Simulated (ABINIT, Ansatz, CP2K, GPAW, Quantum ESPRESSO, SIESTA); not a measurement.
## Zr4Al3 (P6/mmm, 7 atoms in the cell) computed with different codes at matched settings

Self-consistent single point.

```
CELL_PARAMETERS angstrom
      5.46907     0.00000     0.00000
     -2.73453     4.73635     0.00000
      0.00000     0.00000     5.42910
ATOMIC_POSITIONS crystal
  Zr 0.00000 0.00000 0.26033
  Zr 0.00000 0.00000 0.73967
  Zr 0.33333 0.66667 0.50000
  Zr 0.66667 0.33333 0.50000
  Al 0.00000 0.50000 0.00000
  Al 0.50000 0.00000 0.00000
  Al 0.50000 0.50000 0.00000
```

All programs got the same cell, k-point mesh and kind of occupations (in Ansatz's words: kpoints.mp_grid.grid = 5 5 4; scf.occupations.method = fermi_dirac; scf.occupations.width = 0.1 eV); potentials, basis and cutoffs are each program's usual ones.

| code | model | pressure (GPa) | largest force (eV/Å) | k-points | cutoff |
|---|---|---|---|---|---|
| SIESTA | LDA PW92, numerical atomic orbitals DZP, PseudoDojo LDA standard norm-conserving potentials (rewritten from UPF to PSML) | -7.53 | 0.000 | 53 | grid 400 Ry |
| ABINIT | LDA (PW92), norm-conserving pseudopotentials (PseudoDojo nc-sr-04 LDA standard) | -7.15 | 0.034 | 15 | 35 Ha |
| Ansatz | LDA (PW92), PAW files made with PBE | -7.04 | 0.054 | 15 | 420 eV |
| GPAW | LDA (Perdew-Wang 92), GPAW PAW datasets LDA (gpaw-data 1.0.1) | -7.42 | 0.073 | 15 | 550 eV |
| CP2K | LDA (Pade form), GPW, DZVP-MOLOPT-SR-GTH basis, GTH-PADE potentials (GTH_POTENTIALS) | -7.64 | 0.006 | 51 | grid 500 Ry |
| Quantum ESPRESSO | LDA (PW92), PseudoDojo standard norm-conserving (LDA) pseudopotentials | -7.15 | 0.034 | 15 | 70 Ry |

The spread over the programs that give each value: pressure within 0.60 GPa; largest force within 0.073 eV/Å.

The starting cell comes from a database of computed structures (which also holds hypothetical and non-ambient phases and stackings), without a prior relaxation at this level. Its lattice was rescaled by a random factor within 2.5 % of one. On Ansatz's run: In the base run, with a pressure of about -7 GPa the cell is away from its equilibrium volume at this level.

Q: Why do the programs differ, and what cannot be compared?

A: Differences of this kind can come from the potentials, where these differ, and from what each basis and cutoff leave unconverged. The zero of total energies and Fermi levels follows the potentials and each program's conventions, so they are not compared here. SIESTA and CP2K use small atom-centred bases, whose incompleteness enters pressures, forces and empty levels differently from a plane-wave cutoff. Ansatz's pressure is given at a fixed set of plane waves, as the other plane-wave codes print theirs. The programs reduce the same mesh by symmetry to different extents, which changes the work and not the result.

Left out of this page: Elk and FLEUR (not drawn, or without a comparable value).

Ansatz is a first-principles code.

Keys are those of Ansatz 0.2.
